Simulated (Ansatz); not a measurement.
Abridged Ansatz (a first-principles code) output:

```
Pseudopotential: C, paw, valence charge 4
Pseudopotential: Pb, paw, valence charge 14
Pseudopotential: Ti, paw, valence charge 12
Pseudopotential: O, paw, valence charge 6
Crystal: 10 atoms, lattice volume = 114.351 Å³
Basis set: ecut = 420 eV, 2233 PW (Γ), exchange–correlation on 80×80×54 points (8 copies of the dense FFT grid, shifted against one another)
Bands: 49, of which v1, the nominal top of the filled ones, is band 39 counted from 1 (38 counted from 0)
Symmetry: 16 space group operations
k-points: 105 of 972
Functional: x = pbesol(κ = 0.804, μ = 0.12345679012345678), c = pbesol(β = 0.046)
SCF iter   1: F=—  HF=-20319.469184 eV  |F-HF|=—  |Δ(HF+E_count)|=         —  Δρ=8.77e-2  dr2=1.99e1  ethr=3.10e-3  ⟨swp⟩=6.0  Hψ=18200  notcnv=0  defer=3
SCF iter   2: F=—  HF=-20315.347710 eV  |F-HF|=—  |Δ(HF+E_count)|=    4.12e0  Δρ=4.48e-2  dr2=5.43e0  ethr=3.10e-3  ⟨swp⟩=3.0  Hψ=9311  notcnv=0  defer=165
SCF 1 converged in 13 iterations: F = -20314.370678 eV  dr2 = 2.92e-10
SCF converged after 13 iterations
Free energy (F): -20314.370678 eV
Internal energy: -20314.358718 eV  (E = F + TS)
E sigma→0 (E₀):  -20314.364698 eV
Entropy (-TS):   -0.011960 eV (-1.196 meV/atom)
Fermi energy:    8.674069 eV
--- Forces (eV/Å), atoms counted from 1 ---
  atom   1  C     -0.00000000     0.00000000     0.00000000
  atom   2  Pb    -0.00000000    -0.00000000     0.00000000
  atom   3  Ti    -0.00000000    -0.00000000     0.00000000
  atom   4  Ti     0.00000000    -0.00000000     0.00000000
  atom   5  O      0.00000000    -0.00000000     0.00000000
  atom   6  O      0.00000000     0.00000000     0.00000000
  atom   7  O      0.00069727     0.00069727     0.00000000
  atom   8  O     -0.00069727    -0.00069727     0.00000000
  atom   9  O      0.00069727    -0.00069727     0.00000000
  atom  10  O     -0.00069727     0.00069727     0.00000000
--- Stress (GPa, compression-positive) ---
        0.015141       0.000000       0.000000
        0.000000       0.015141       0.000000
        0.000000       0.000000       0.006137
  P = ⅓ Tr σ = 0.0121 GPa (0.121 kbar)
```

What was computed, and what are the main results?

Ti2PbCO6, 10 atoms in the cell, with Ansatz PBEsol, no spin-orbit coupling, earlier PAW set. The last SCF converged to F = -20314.370678 eV, or -2031.4371 eV per atom, at a pressure of 0.01 GPa. The total energy compares only with runs of the same code, potentials and settings.

These are small ordered cells, not random alloys; other orderings at the same x differ. With Pb present, leaving out spin-orbit coupling can change the band edges. No phonon test of stability was made. No Hubbard U is applied, and correlation can decide whether such a compound is a metal. The final runs are not spin-polarised. The cell was made from PbTiO3 by this change: x(C) = 0.5, 10 atoms, P4/mmm. Many cubic perovskites are stable only at high temperature; tilts and polar distortions were not tested.
